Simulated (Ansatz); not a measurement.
For YSiNO2 (model structure, P4/mmm, No. 123, 5 atoms in the cell), LDA in Ansatz (PAW) gives:

* **lattice parameter a**: 3.545 Å
* **c axis length**: 3.655 Å
* **bulk modulus**: 272 GPa
* **cohesive energy**: 7.46 eV/atom
* **band gap**: 1.47 eV

### Question
What does r²SCAN in Ansatz (PAW) give for the same quantities?

### Answer

- lattice constant a: 3.578 Å (grows by 0.9 %)
- lattice parameter c: 3.696 Å (grows by 1.1 %)
- bulk modulus: 264 GPa (falls by 2.9 %)
- cohesive energy: 6.37 eV/atom (drops by 1.09 eV/atom)
- band gap: 2.08 eV (rises by 0.61 eV)

Changes are worked out from the printed values.

Unless a cell is named, each level is at its own relaxed cell (LDA 9.19, r²SCAN 9.47 Å³/atom).

Spin–orbit coupling is included only where a level's name says +SOC; with heavier elements it mostly lowers gaps and can invert bands. Density-functional gaps are differences of (generalised) Kohn–Sham levels.

Caveats: the bulk modulus is −V dP/dV from two relaxed cells at ±2 % in volume (LDA, r²SCAN). Ansatz's density-functional and Hartree–Fock values are scalar-relativistic unless marked +SOC, with PAW data made under PBE.

A model structure was made by putting elements into a prototype or built by hand; it is no filed structure, need not be a known phase, and can be a saddle point held by its symmetry.

Ansatz is a program for electronic structure.
